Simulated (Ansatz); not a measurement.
Surface energy of faces of hcp Re in PBE and in LDA, in Ansatz (plane waves, PAW). Symmetric slabs relaxed with PBE from ideal cuts in 1x1 cells (the lowest computed cut and spin start of each face; real faces may reconstruct in larger cells); LDA values are single points on them, with the bulk at the same level. No spin-orbit coupling, no U.

```
face     PBE (J/m²)  LDA (J/m²)
-------  ----------  ----------
(0001)         2.63        3.08
(10-10)        2.90        3.40
(10-11)        3.34        3.85
(10-12)        3.36        3.85
(10-13)        3.30        3.78
(11-20)        3.13        3.62
(11-21)        3.40           ?
(11-22)        3.48        3.99
(11-23)        3.53        4.03
```

Q: Fit a straight line y = a·x + b by least squares to the 8 complete rows (x: PBE (J/m²); y: LDA (J/m²)).

A: the means are x̄ = 3.2087 and ȳ = 3.7000; Σ(x − x̄)² = 0.66169 and Σ(x − x̄)(y − ȳ) = 0.69210, so a = 1.046 and b = ȳ − a·x̄ = 0.344. The largest residual is 0.023.

Q: What does the line predict for the withheld row, (11-21), and what did the calculation give?

A: the line gives 3.90; the calculation gave 3.93, a miss of 0.03, of the size of the fitted rows' scatter and rounding.

Ansatz is a first-principles code.
